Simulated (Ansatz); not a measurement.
Cells marked so need not be the phases stable at ambient conditions, and some may be hypothetical.

No gap correction and no spin-orbit coupling; mid-gap values are interpolated between computed energies.

A. HgS (P3_221, not sure to be the ambient phase, 6 atoms a cell, 23.8 Å³ an atom), along the normal of (001)
B. Sr3Zr2O7 (I4/mmm, not sure to be the ambient phase, 12 atoms a cell, 15.5 Å³ an atom, -7 GPa at this level), along the normal of (110)
C. MgTe (P6_3/mmc, NiAs type, not sure to be the ambient phase, 4 atoms a cell, 26.4 Å³ an atom), along the normal of (001)

Task: Rank these by mid-gap decay constant of the slowest evanescent state (highest first), as Ansatz (a first-principles code) with PBEsol gives it.

Result: B (0.29 1/Å), A (0.19 1/Å), C (0.09 1/Å)
